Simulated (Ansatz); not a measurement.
The starting structures come from a database of crystals and need not be the phases stable at ambient conditions.

Given:

```yaml
crystal:
  lattice:
    - [4.98540, 0.00000, 0.00000]
    - [0.00000, 8.58836, 0.00000]
    - [0.00000, 2.73541, 4.00128]
  atoms:
    - { symbol: Al, position: [0.96949, 0.60960, 0.64255] }
    - { symbol: Al, position: [0.03051, 0.39040, 0.35745] }
    - { symbol: Al, position: [0.46949, 0.89040, 0.35745] }
    - { symbol: Al, position: [0.53051, 0.10960, 0.64255] }
    - { symbol: Al, position: [0.03051, 0.10960, 0.13825] }
    - { symbol: Al, position: [0.96949, 0.89040, 0.86175] }
    - { symbol: Al, position: [0.53051, 0.39040, 0.86175] }
    - { symbol: Al, position: [0.46949, 0.60960, 0.13825] }
    - { symbol: O, position: [0.89802, 0.34600, 0.76102] }
    - { symbol: O, position: [0.10198, 0.65400, 0.23898] }
    - { symbol: O, position: [0.39802, 0.15400, 0.23898] }
    - { symbol: O, position: [0.60198, 0.84600, 0.76102] }
    - { symbol: O, position: [0.10198, 0.84600, 0.54698] }
    - { symbol: O, position: [0.89802, 0.15400, 0.45302] }
    - { symbol: O, position: [0.60198, 0.65400, 0.45302] }
    - { symbol: O, position: [0.39802, 0.34600, 0.54698] }
    - { symbol: O, position: [0.75000, 0.00000, 0.04940] }
    - { symbol: O, position: [0.25000, 0.00000, 0.95060] }
    - { symbol: O, position: [0.25000, 0.50000, 0.95060] }
    - { symbol: O, position: [0.75000, 0.50000, 0.04940] }
```

Space group of this cell: Pbcn. The cell is taken as given; by r2SCAN its mean pressure is -7.3 GPa.

Transport runs along the normal of the first two printed cell vectors.

No gap correction and no spin-orbit coupling; mid-gap values are interpolated between computed energies.

Q: Give the band gap and the smallest decay constant κ at mid-gap that r2SCAN (Ansatz, a first-principles code) yields.

A: Gap 6.20 eV on a 6×8×8 mesh; κ = 0.377 1/Å, at the zone centre.
